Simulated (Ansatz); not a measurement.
# A self-consistent single point of Zr (Im-3m, 1 atom in the cell) with Ansatz

Computed with LDA (PW92), default PAW files made with PBE (plane waves; Ansatz, a quantum-chemistry and plane-wave program).

The input file:

Ansatz 0.2 input:
```yaml
# Zr
crystal:
  lattice:
    - [-1.79979900, 1.79979900, 1.79979900]
    - [1.79979900, -1.79979900, 1.79979900]
    - [1.79979900, 1.79979900, -1.79979900]
  atoms:
    - { symbol: Zr, position_ang: [0.00000000, 0.00000000, 0.00000000] }
basis:
  ecutwfc: 30.9 Ry
kpoints:
  mp_grid:
    grid: [13, 13, 13]
hamiltonian:
  xc: lda
  pseudopotentials:
    kind: paw
scf:
  occupations:
    method: fermi_dirac
    width: 0.0073 Ry
output:
  forces: true
  eigenvalues: true
  stress: true
```

The program printed (abridged):

```
WARN ansatz: RAYON_NUM_THREADS=1 ignored (pool sized by the plan → 1); use --threads N
Pseudopotentials: kind: paw
Pseudopotential: Zr, paw, valence charge 12
Crystal: 1 atoms, lattice volume = 23.320 Å³
Basis set: ecut = 420.4159175005146 eV, 459 PW (Γ)
Bands: 10, of which v1, the nominal top of the filled ones, is band 6 counted from 1 (5 counted from 0)
Symmetry: 48 space group operations
Space group: Im-3m (ITA 229), of the structure as read, at distance tolerance 2.9e-5 Å
k-points: 84 of 2197
PAW frozen core: Zr, regenerated for the run's functional, and the local potential with it
Initial density: superposition of atomic densities (neutral atoms: chi_scale 0, normalization atom), corrected by the library's trained network
Initial wavefunctions: pseudopotential atomic-orbital guess
Eigensolver: davidson
Functional: x = slater, c = lda
SCF iter   1: F=—  HF=-4077.387004 eV  |F-HF|=—  |Δ(HF+E_count)|=         —  Δρ=5.53e-3  dr2=4.31e-3  ethr=1.77e-3  ⟨swp⟩=5.0  Hψ=4732  notcnv=0
all-band conjugate gradients solve this SCF's bands
preconditioner: auto → none
SCF iter   2: F=—  HF=-4077.385938 eV  |F-HF|=—  |Δ(HF+E_count)|=   1.07e-3  Δρ=2.51e-3  dr2=5.48e-4  ethr=3.59e-5  ⟨swp⟩=1.0  Hψ=1512  notcnv=0
SCF iter   3: F=—  HF=-4077.385994 eV  |F-HF|=—  |Δ(HF+E_count)|=   5.60e-5  Δρ=5.92e-4  dr2=3.34e-5  ethr=4.57e-6  ⟨swp⟩=1.0  Hψ=840  notcnv=0
SCF iter   4: F=—  HF=-4077.385998 eV  |F-HF|=—  |Δ(HF+E_count)|=   4.26e-6  Δρ=2.56e-5  dr2=6.48e-8  ethr=2.78e-7  ⟨swp⟩=1.0  Hψ=840  notcnv=0
iter 5 did not close the SCF: its close was put off for the readings that it lacked (scf_convergence_deferred on its scf_iter line)
SCF iter   5: F=-4077.385998 eV  HF=-4077.385998 eV  |F-HF|=1.69e-9  |Δ(HF+E_count)|=   3.05e-8  Δρ=6.35e-6  dr2=3.95e-9  ethr=5.40e-10  ⟨swp⟩=2.0  Hψ=1355  notcnv=0
SCF iter   6: F=-4077.385998 eV  HF=-4077.385998 eV  |F-HF|=1.71e-10  |Δ(HF+E_count)|=   1.14e-9  Δρ=2.07e-6  dr2=4.09e-10  ethr=3.29e-11  ⟨swp⟩=2.0  Hψ=2423  notcnv=0
SCF 1 converged in 6 iterations: F = -4077.385998 eV  dr2 = 4.09e-10
SCF converged after 6 iterations
Free energy (F): -4077.385998 eV
Harris-Foulkes:  -4077.385998 eV  (|F-HF|=1.71e-10)
Internal energy: -4077.323877 eV  (E = F + TS)
E sigma→0 (E₀):  -4077.354937 eV
Entropy (-TS):   -0.062122 eV (-62.122 meV/atom)
Fermi energy:    13.417768 eV
--- Per-component energies (eV) ---
  E_band       = -99.086200
  E_kinetic    = 332.894948
  E_local      = -633.126172  (includes V_loc(G=0)·N_el)
  E_nonlocal   = 85.175464
  E_hartree    = 194.918631
  E_xc         = -159.934553
  E_vxc        = -189.917245  (∫ρ·V_xc dr)
  E_paw        = -2849.432141  (= ΣΔE_a)
  E_vpaw       = -83.950653  (= ΣTr[D̂ρ^β])
  E_aug_tail   = 0.000023  (compensation charges beyond the density's cutoff)
  E_ewald      = -1048.190478
  E_core_change = 0.370401  (= ΣΔE_core)
  E_smearing   = -0.062122  (= −TS)
  E_closure    = -0.000000  (closes the sum)
  Σ components = -4077.385998   (vs F -4077.385998, Δ=0.00e0)
--- Forces (eV/Å), atoms counted from 1 ---
  atom   1  Zr     0.00000000     0.00000000     0.00000000
  max |Σ_I F_I| component: 4.52e-32 eV/Å
--- Stress (GPa, compression-positive) ---
       -8.150864      -0.000000       0.000000
       -0.000000      -8.150864      -0.000000
       -0.000000      -0.000000      -8.150864
  P = ⅓ Tr σ = -8.1509 GPa (-81.509 kbar)
  The stress holds the Pulay correction. Without it, at fixed plane waves, as pw.x and ABINIT print it: P = -8.1633 GPa
--- Band table (eV; the first three rows and the last of 84) ---
  k-point 0: bands = ["-34.9365", "-12.4922", "-12.4922", "-12.4922", "8.0640", "14.5063", "14.5063", "14.5063", "16.9894", "16.9894"]
  k-point 1: bands = ["-34.9279", "-12.5520", "-12.5105", "-12.4926", "8.2655", "14.3743", "14.4621", "14.7014", "16.7906", "16.9885"]
  k-point 2: bands = ["-34.9040", "-12.7146", "-12.5607", "-12.4938", "8.8279", "14.0356", "14.2578", "15.2742", "16.5004", "17.0064"]
  k-point 83: bands = ["-34.6787", "-13.1629", "-13.1520", "-13.1520", "10.9597", "10.9818", "18.5054", "18.5054", "18.9414", "20.5278"]
```

The run converged in 6 iterations.

The starting cell comes from a database of computed structures (which also holds hypothetical and non-ambient phases and stackings), without a prior relaxation at this level. Its lattice was rescaled by up to half a per cent. With a pressure of about -8 GPa the cell is away from its equilibrium volume at this level. Ansatz's pressure includes its estimate of the finite-basis (Pulay) stress.
